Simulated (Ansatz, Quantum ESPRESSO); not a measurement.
# One structure in several programs: Cs (Im-3m, 1 atom in the cell)

Self-consistent single point.

```yaml
crystal:
  lattice:
    - [-3.05549, 3.05549, 3.05549]
    - [3.05549, -3.05549, 3.05549]
    - [3.05549, 3.05549, -3.05549]
  atoms:
    - { symbol: Cs, position: [0.00000, 0.00000, 0.00000] }
```

Shared settings, as Ansatz (an electronic-structure program) writes them: kpoints.mp_grid.grid = 5 5 5; magnetization.spin_orbit = true; scf.occupations.method = fermi_dirac; scf.occupations.width = 0.136 eV. Potentials and cutoffs stand in the table.

```
code                                                                                                       model  pressure (GPa)  cutoff
----------------  ----------------------------------------------------------------------------------------------  --------------  ------
Quantum ESPRESSO  PBE, spin-orbit coupling, PseudoDojo fully relativistic norm-conserving (PBE) pseudopotentials            0.04   50 Ry
Ansatz                                                           PBE with spin-orbit coupling, default PAW files            0.04  420 eV
```

The spread over the programs that give each value: pressure within 0.00 GPa.

Ansatz's pressure is given at a fixed set of plane waves, as the other plane-wave codes print theirs.

The starting cell has typed, rounded lattice constants, without a prior relaxation at this level. Its lattice was rescaled by a random factor within 2.5 % of one.

Left out of this page: ABINIT (failed or unconverged); Elk, FLEUR and SIESTA (not drawn, or without a comparable value).

Keys are those of Ansatz 0.2.
